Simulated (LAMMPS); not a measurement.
MD of KF (rock salt) at zero pressure, 512 atoms, as a liquid; each row is its own run.

All values are model results, not measurements: classical MD, rigid Lennard-Jones ions of Joung and Cheatham, J. Phys. Chem. B 112, 9020 (2008), set for SPC/E water, PPPM sums, 10 Å cutoff with tail terms; code LAMMPS.

```
T (K)  volume (Å³/atom)
-----  ----------------
800              24.439
920              25.167
1040             26.565
1260             28.756
1440             30.643
1500             31.290
1610             33.192
1840             36.167
```

Q: Fit a straight line, y = a + b x, to these rows (x is the first column, y the second) and predict the run at x = 1150.

A: Least squares gives a = 14.910 and b = 0.01123. At x = 1150 the fit predicts 27.828 Å³/atom. The run itself gave 27.5 ± 0.1 Å³/atom, so the fit is 1.3 % high.

Caution: the potential ionic pair potential joung2008 is fitted for ions in water and for crystals near room temperature.

Caution: with ionic pair potential joung2008 the 0 K volume of this crystal is 8 % off the measured one.

Caution: a run this short can hold a crystal over, or a liquid under, the potential's own melting point, which these runs don't give.

Caution (row 1040): enthalpy drifts during the constant-pressure average: a transition or slow ageing; fluctuation values are void.
